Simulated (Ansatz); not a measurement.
Consider PbSe in the rock salt structure (space group Fm-3m, No. 225; a = 6.1778 Å). Axes: x, y, z lie along the cube axes.

Calculations: r2SCAN (Ansatz, a first-principles code; PAW; 500 eV plane waves; without spin-orbit coupling).

For the base:

Band gap: 0.66 eV
Electron mass: 0.19 mₑ along k, 0.14 mₑ across (at L)

Modification: the cell is compressed by 1.19 % along x with no lateral relaxation, atoms relaxed at fixed cell.

Question: Estimate the effect on the energy relative to the base.

Answer: The energy goes up by 1.7 meV/atom.

Question: Predict the new band gap.

Answer: The band gap drops by 0.04 eV (0.66 eV → 0.62 eV).

Question: What happens to the electron mass?

Answer: The electron mass changes from 0.19 mₑ along k, 0.14 mₑ across (at L) to 0.18 mₑ along k, 0.14 mₑ across (at L).

Spin-orbit coupling, missing from the scalar runs, can matter with Pb. The cells carry an imposed strain or load. Effective masses come from finite differences of ±0.01 Å⁻¹. Along k means along the line from Γ to the band edge. Whether these cells are dynamically stable was not tested.
